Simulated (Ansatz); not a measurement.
Here is the system:

```yaml
crystal:
  lattice:
    - [3.60994, 0.00000, 0.00000]
    - [0.00000, 3.60994, 0.00000]
    - [1.80497, -1.80497, 5.12647]
  atoms:
    - { symbol: Ti, position: [0.50000, 0.50000, 0.00000] }
    - { symbol: Ti, position: [0.75000, 0.75000, 0.50000] }
    - { symbol: O, position: [0.69884, 0.30116, 0.60231] }
    - { symbol: O, position: [0.94884, 0.55116, 0.10231] }
    - { symbol: O, position: [0.55116, 0.94884, 0.89769] }
    - { symbol: O, position: [0.30116, 0.69884, 0.39769] }
```

No spin polarisation.

The values are results of Kohn–Sham DFT with the PBEsol functional, run in Ansatz (an electronic-structure program) with PAW and 420 eV plane waves, no spin-orbit coupling, not measurements. Settings: 12×12×12 k-points, 0.05 eV Fermi–Dirac smearing.

Question: Predict the band gap.

Answer: 2.54 eV.

Question: Predict the pressure (mean of the normal stresses, compression positive).

Answer: 7.53 GPa.

Question: What is the computed smallest direct gap?

Answer: 2.84 eV.

The cells carry an imposed strain or load. Stability against distortions was not tested. The final runs are not spin-polarised. The cell was made from TiO$_{2}$ in the anatase structure (space group I4_1/amd, No. 141) by this change: biaxial strain −4.24 %, plane normal [001], relaxed out of plane.
